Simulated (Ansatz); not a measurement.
ZrO2, pressure series

Take ZrO₂ in the fluorite structure (space group Fm-3m, No. 225) as the base.

```yaml
crystal:
  lattice:
    - [0.00000, 2.54466, 2.54466]
    - [2.54466, 0.00000, 2.54466]
    - [2.54466, 2.54466, 0.00000]
  atoms:
    - { symbol: Zr, position: [0.00000, 0.00000, 0.00000] }
    - { symbol: O, position: [0.25000, 0.25000, 0.25000] }
    - { symbol: O, position: [0.75000, 0.75000, 0.75000] }
```

Cell and atoms are relaxed at each pressure.

Levels (all Ansatz, a program for electronic structure, PAW): r2SCAN (500 eV, without spin-orbit coupling); HSE06 (420 eV, no spin-orbit coupling).

```
pressure (GPa)  band gap, r2SCAN (eV)  band gap, HSE06 (eV)
--------------  ---------------------  --------------------
-2                               3.86                  4.95
-1                               3.87                  4.97
0                                3.89                  4.98
0.9                              3.90                  4.99
2.1                              3.91                  5.01
4.5                                 ?                     ?
9                                3.99                  5.09
15                               4.05                  5.15
```

Q: Fit E_g = E₀ + αP + βP² to the rows shown and predict the withheld row.

A: Least squares on the printed values gives 

- r2SCAN: E₀ = 3.89 eV, α = 12.7 meV/GPa, β = -0.12 meV/GPa² (largest residual 0.00 eV); this predicts 3.94 eV, and the run gives 3.94 eV, in agreement
- HSE06: E₀ = 4.98 eV, α = 13.7 meV/GPa, β = -0.16 meV/GPa² (largest residual 0.00 eV); this predicts 5.04 eV, and the run gives 5.04 eV, in agreement.

Single points use the geometry relaxed with r2SCAN. The hybrid gap comes from the SCF mesh plus the semilocal run's edge points and a few special points and is an upper bound. Load acts through the strain it causes; cell and atoms are relaxed under it. Whether these cells are dynamically stable was not tested. No other phases were tried under pressure. This is not the structure that ZrO2 has at room temperature and ambient pressure.
